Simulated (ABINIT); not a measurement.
A self-consistent single point of Li (Im-3m, 1 atom in the cell) with ABINIT.

Method: PBEsol, PAW (JTH v2.0 PBE PAW, files made for PBE) (plane waves; ABINIT).

```
Li
1.0
   -1.75023     1.75023     1.75023
    1.75023    -1.75023     1.75023
    1.75023     1.75023    -1.75023
Li
1
Direct
  0.00000   0.00000   0.00000
```

Reference input (self-consistent single point, DFT, PBEsol, plane waves, PAW (JTH v2.0 PBE PAW, files made for PBE)): pseudos = [Li.GGA_PBE-JTH.xml]; ecut = 20 Ha; pawecutdg = 40 Ha; pawxcdev = 0; ixc = -116133; occopt = 7; tsmear = 0.00367493 Ha; ngkpt = 7 7 7; nshiftk = 1; shiftk = 0 0 0; potentials = JTH v2.0 PBE PAW; nband = 7. This run's input differs from it in these lines:

```diff
@@ -15,4 +15,4 @@
       Angstrom
-ecut 20
-pawecutdg 40
+ecut 27
+pawecutdg 54
 pawxcdev 0
```

The program printed (abridged):

```
--- !BeginCycle
solver: {iscf: 17, nstep: 60, nline: 4, wfoptalg: 10, }
tolerances: {tolvrs: 1.00E-10, }
...

     iter   Etot(hartree)      deltaE(h)  residm     nres2
 ETOT  1  -7.3752756456994    -7.375E+00 1.428E+00 6.205E-01
 ETOT  2  -7.4600727967666    -8.480E-02 5.966E-02 1.176E-01
 ETOT  3  -7.4599025574166     1.702E-04 2.148E-03 5.011E-02
 ETOT  4  -7.4598531198162     4.944E-05 3.914E-04 5.132E-03
 ETOT  5  -7.4598473508558     5.769E-06 3.717E-05 8.149E-05
 ETOT  6  -7.4598473239649     2.689E-08 5.434E-06 1.291E-05
 ETOT  7  -7.4598472921498     3.182E-08 7.004E-08 2.807E-08
 ETOT  8  -7.4598472920447     1.051E-10 1.346E-08 2.986E-09
 ETOT  9  -7.4598472920132     3.148E-11 7.865E-10 2.573E-09
 ETOT 10  -7.4598472919992     1.400E-11 6.630E-11 6.128E-12
 At SCF step   10       nres2   =  6.13E-12 < tolvrs=  1.00E-10 =>converged.

 Cartesian components of stress tensor (hartree/bohr^3)
  sigma(1 1)=  2.78785155E-05  sigma(3 2)=  0.00000000E+00
  sigma(2 2)=  2.78785155E-05  sigma(3 1)=  0.00000000E+00
  sigma(3 3)=  2.78785155E-05  sigma(2 1)=  0.00000000E+00

 ----iterations are completed or convergence reached----

 reduced coordinates (array xred) for    1 atoms
       0.000000000000      0.000000000000      0.000000000000
 cartesian forces (eV/Angstrom) at end:
    1     -0.00000000000000    -0.00000000000000    -0.00000000000000
 frms,max,avg= 0.0000000E+00 0.0000000E+00   0.000E+00  0.000E+00  0.000E+00 e/A
 length scales=  1.000000000000  1.000000000000  1.000000000000 bohr
              =  0.529177208590  0.529177208590  0.529177208590 angstroms
   [... lines left out ...]
 Fermi (or HOMO) energy (hartree) =  -0.00916   Average Vxc (hartree)=  -0.24710
   [... lines left out ...]
'-kT*entropy'       : -1.15242906348327E-04
total_energy        : -7.45984579872075E+00
total_energy_eV     : -2.02992727565399E+02
...

-Cartesian components of stress tensor (GPa)         [Pressure= -8.2021E-01 GPa]
- sigma(1 1)=  8.20214107E-01  sigma(3 2)=  0.00000000E+00
- sigma(2 2)=  8.20214107E-01  sigma(3 1)=  0.00000000E+00
- sigma(3 3)=  8.20214107E-01  sigma(2 1)=  0.00000000E+00

 Calculation completed.
```

The run converged in 10 iterations. Against the reference run the free energy falls by 21.1 meV/atom and the pressure goes from -1.24 to -0.82 GPa.

The starting cell has typed, rounded lattice constants, without a prior relaxation at this level. Its lattice was rescaled by up to half a per cent. The potentials were made for another functional than the one used.
